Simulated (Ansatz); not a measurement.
Pressure series in KTaO3

Base system: KTaO3 in the cubic perovskite structure (space group Pm-3m, No. 221).

```
CELL_PARAMETERS angstrom
      4.02442     0.00000     0.00000
      0.00000     4.02442     0.00000
      0.00000     0.00000     4.02442
ATOMIC_POSITIONS crystal
  K  0.00000 0.00000 0.00000
  Ta 0.50000 0.50000 0.50000
  O  0.00000 0.50000 0.50000
  O  0.50000 0.50000 0.00000
  O  0.50000 0.00000 0.50000
```

Cell and atoms are relaxed at each pressure.

All numbers come from PBE/PAW in Ansatz (a quantum-chemistry and plane-wave program), no spin-orbit coupling.

```tsv
change	band gap	lattice parameter a
base	2.16 eV	4.024 Å
pressure −2 GPa	2.14 eV	4.039 Å
pressure −1 GPa	2.15 eV	4.032 Å
pressure 7 GPa	2.24 eV	3.978 Å
pressure 15 GPa	2.32 eV	3.934 Å
pressure 30 GPa	2.43 eV	3.864 Å
pressure 50 GPa	2.54 eV	3.791 Å
pressure 75 GPa	2.64 eV	3.719 Å
pressure 100 GPa	2.71 eV	3.660 Å
```

Spin-orbit coupling, missing from the scalar runs, can matter with Ta. Load acts through the strain it causes; cell and atoms are relaxed under it. Stability against distortions was not tested. Competing high-pressure phases were not computed.
